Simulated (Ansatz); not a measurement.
# How a calculation on PPd3 (Pnma, 16 atoms in the cell) responds to its settings

```yaml
crystal:
  lattice:
    - [5.97100, 0.00000, 0.00000]
    - [0.00000, 7.44500, 0.00000]
    - [0.00000, 0.00000, 5.16600]
  atoms:
    - { symbol: Pd, position: [0.02640, 0.25000, 0.87000] }
    - { symbol: Pd, position: [0.47360, 0.75000, 0.37000] }
    - { symbol: Pd, position: [0.52640, 0.25000, 0.63000] }
    - { symbol: Pd, position: [0.97360, 0.75000, 0.13000] }
    - { symbol: P, position: [0.88340, 0.25000, 0.45500] }
    - { symbol: P, position: [0.61660, 0.75000, 0.95500] }
    - { symbol: P, position: [0.38340, 0.25000, 0.04500] }
    - { symbol: P, position: [0.11660, 0.75000, 0.54500] }
    - { symbol: Pd, position: [0.17630, 0.06360, 0.33730] }
    - { symbol: Pd, position: [0.32370, 0.93640, 0.83730] }
    - { symbol: Pd, position: [0.67630, 0.43640, 0.16270] }
    - { symbol: Pd, position: [0.82370, 0.56360, 0.66270] }
    - { symbol: Pd, position: [0.82370, 0.93640, 0.66270] }
    - { symbol: Pd, position: [0.67630, 0.06360, 0.16270] }
    - { symbol: Pd, position: [0.32370, 0.56360, 0.83730] }
    - { symbol: Pd, position: [0.17630, 0.43640, 0.33730] }
```

Base run A: PBEsol, default PAW files made with PBE (Ansatz, an electronic-structure program), self-consistent single point.

Its settings: kpoints.mp_grid.grid = 6 5 7; hamiltonian.xc = pbesol; hamiltonian.pseudopotentials = {kind: paw} (the program's default PAW files); scf.occupations.method = cold; scf.occupations.width = 0.05 eV.

The starting cell comes from a database of published, mostly measured structures (it also holds non-ambient and calculated ones), without a prior relaxation at this level. Spin polarisation is off. Ansatz's pressure includes its estimate of the finite-basis (Pulay) stress.

ΔF is the free energy per atom less that of run A. 

| run | scf.occupations.method, scf.occupations.width | ΔF (meV/atom) | pressure (GPa) | largest force (eV/Å) | TS (meV/atom) |
|---|---|---|---|---|---|
| A | cold, 0.05 eV | 0.00 | -0.99 | 0.212 | -0.1 |
| B | gaussian, 0.05 eV | -0.26 | -0.99 | 0.210 | 0.5 |
| C | gaussian, 0.1 eV | -1.10 | -0.98 | 0.207 | 2.2 |
| D | fermi_dirac, 0.1 eV | -6.6 | -0.94 | 0.204 | 12.5 |
| E | fermi_dirac, 0.3 eV | -58.2 | -0.14 | 0.217 | 122.9 |
| F | methfessel_paxton, 0.05 eV | 0.01 | -0.99 | 0.212 | -0.1 |
| G | methfessel_paxton, 0.1 eV | 0.00 | -0.99 | 0.209 | 0.2 |
| H | cold, 0.3 eV | -0.48 | -1.03 | 0.204 | 0.4 |
| I | tetrahedron, default | -0.38 | -0.99 | 0.209 | 0.1 |

Run D against A: The free energy goes down by 6.6 meV/atom, the pressure hardly changes (-0.99 to -0.94 GPa) and the largest force goes from 0.212 to 0.204 eV/Å.

Run H against A: The free energy stays essentially unchanged (within 1 meV/atom), the pressure hardly changes (-0.99 to -1.03 GPa) and the largest force goes from 0.212 to 0.204 eV/Å.

Run C against A: The free energy falls by 1.1 meV/atom, the pressure hardly changes (-0.99 to -0.98 GPa) and the largest force hardly changes (0.212 to 0.207 eV/Å).

Keys are those of Ansatz 0.2.
